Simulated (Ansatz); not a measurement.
Consider Ca₂Si (space group Pnma, No. 62; a cell from a computed database, its experimental status unchecked).

```
Ca2Si
1.0
    7.45297     0.00000     0.00000
    0.00000     4.78725     0.00000
    0.00000     0.00000     8.93688
Ca Si
8 4
Direct
  0.34254   0.75000   0.07443
  0.65746   0.25000   0.92557
  0.15746   0.25000   0.57443
  0.84254   0.75000   0.42557
  0.01938   0.25000   0.18121
  0.98062   0.75000   0.81879
  0.48062   0.75000   0.68121
  0.51938   0.25000   0.31879
  0.75169   0.25000   0.60440
  0.24831   0.75000   0.39560
  0.74831   0.75000   0.10440
  0.25169   0.25000   0.89560
```

Cartesian axes are those of the cell as printed.

The values are results of DFT with PBEsol, PAW potentials and a 420 eV plane-wave cutoff in Ansatz (a first-principles code), without spin-orbit coupling, not measurements.

Base values:

| Property | Result |
|---|---|
| Electron mass | 0.56 mₑ along a, 0.093 mₑ along b, 0.78 mₑ along c (at Γ) |
| Band gap | 0.14 eV |

Now apply this change: a pure shear with ε_yz = ε_zy = 0.0041; the atoms relax in the strained cell.

Problem. What happens to the electron mass?

Solution. The electron mass becomes 0.56 mₑ along x, 0.094 mₑ along y, 0.78 mₑ along z (at Γ) (base: 0.56 mₑ along a, 0.093 mₑ along b, 0.78 mₑ along c (at Γ)).

Problem. What does the calculation give for the stress after the change?

Solution. The stress (xx, yy, zz, yz, xz, xy; compression positive) is (0.00, 0.00, 0.00, -0.19, 0.00, 0.00) GPa.

Problem. What happens to the band gap?

Solution. The band gap remains 0.14 eV.

Problem. What does the calculation give for the energy relative to the base after the change?

Solution. The energy stays essentially unchanged.

Problem. What happens to the largest internal atomic displacement?

Solution. The largest internal atomic displacement comes out as 0.013 Å.

Effective masses come from finite differences of ±0.01 Å⁻¹. Stability against distortions was not tested. The zero or small gap of Ca2Si can change with the level of theory.
